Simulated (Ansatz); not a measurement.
ZrS2: biaxial strain +0.15 %, plane normal [001], relaxed out of plane

Consider ZrS₂ in the CdI2 type structure (space group P-3m1, No. 164; a = 3.674 Å, c = 5.860 Å; layered, stacked along the Cartesian z axis). Axes: x lies along a and z along c of the hexagonal cell.

The change: tensile biaxial strain of 0.15 % in the plane normal to [001], as in epitaxy on a mismatched substrate; the out-of-plane cell vector and the atoms relax.

Calculations: r2SCAN+rVV10, PAW, 500 eV (Ansatz, a program for electronic structure; no SOC). k-mesh 10×10×6 (Γ-centred); smearing 0.05 eV (Fermi–Dirac).

```csv
quantity,base,changed,shift
volume per atom,22.84 Å³,22.89 Å³,+0.05 Å³
"pressure (mean of the normal stresses, compression positive)",0.01 GPa,-0.16 GPa,-0.17 GPa
band gap,1.17 eV,1.17 eV,+0.007 eV
gap character,"indirect, K–Γ (87 % along) → L","indirect, K–Γ (87 % along) → L",–
smallest direct gap,1.81 eV,1.79 eV,-0.011 eV
width of the top valence band,1.97 eV,1.97 eV,0.00 eV
out-of-plane strain,–,-0.06 %,–
mean in-plane stress (compression positive),–,-0.2 GPa,–
```

Final structure (turned so that z lies along the plane normal):

```
CELL_PARAMETERS angstrom
      3.67981     0.00000     0.00000
      1.83991     3.18681     0.00000
      0.00000     0.00000     5.85652
ATOMIC_POSITIONS crystal
  Zr 0.00000 0.00000 0.00000
  S  0.33333 0.33333 0.24589
  S  0.66667 0.66667 0.75411
```

Cost of the whole job for the changed cell (relaxation, final SCF and bands): about 70 core-seconds (a rough figure).

Stability against distortions was not tested.
